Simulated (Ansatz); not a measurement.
Levels about the gap of amorphous Si22O39F10 (71 atoms in a cell of 1249 Å³, 1.90 g/cm³; zone centre alone, so wide bands show as single levels with stretches between that a denser mesh fills), at the geometry that PBE relaxed, where it gives 0.0 GPa on a denser mesh. The participation number counts the atoms over which a state spreads; weights are charges in smoothed Voronoi cells. The levels come from a single point, so bond lengths are those of that geometry. Method of the levels: PBE, scalar-relativistic without spin-orbit coupling (Ansatz, a program for electronic structure). Sampling: the zone centre alone; Fermi-Dirac width 0.02 eV; no spin polarisation. At PBE the levels at the filled edge of the gap are localised (band-tail or defect states).

Preparation: random packing, a CHGNet melt and quench, and a DFT relaxation. O and F atoms were pushed apart under 1.9 Å during the dynamics, to hinder bonds among them. The hot cell started wider than the set density and was brought back towards it in steps. It is the lowest in DFT energy of 2 quenches. It is a model cell: composition and starting density were chosen by hand, and all elements were melted together. No dispersion term was used. Its density started from a set value of 2.15 and ended at 1.90 g/cm³. Cooling (nominally 360 K/ps over its main leg) ran many orders faster than in experiment, which tends to leave more defects and strain. One small periodic cell is one sample of the glass; other quenches scatter about these values. Volume and shape were free in the relaxation.

```csv
"E - E(highest filled), eV",filling,participation number,largest on,weight O,weight Si,weight F
-0.33,filled,17.2,"O, 2 neighbours",0.95,0.04,0.01
-0.31,filled,13.6,"O, 2 neighbours",0.94,0.04,0.02
-0.27,filled,9.8,"O, 2 neighbours",0.94,0.05,0.01
-0.24,filled,13.3,"O, 2 neighbours",0.95,0.04,0.01
-0.21,filled,5.2,"O, 2 neighbours",0.95,0.05,0.01
-0.07,filled,3.3,"O, 2 neighbours",0.94,0.04,0.02
0.00,filled,4.9,"O, 2 neighbours",0.96,0.03,0.01
5.55,empty,66.2,"F, 1 neighbours",0.62,0.24,0.15
6.79,empty,35.3,"Si, 4 neighbours",0.60,0.32,0.08
7.12,empty,46.0,"O, 2 neighbours",0.60,0.26,0.14
7.26,empty,38.1,"O, 2 neighbours",0.64,0.27,0.09
```

Most localised among these is the filled level at -0.07 eV, on a O atom, which has 2 neighbours (Si 1.67 Å, Si 1.67 Å).
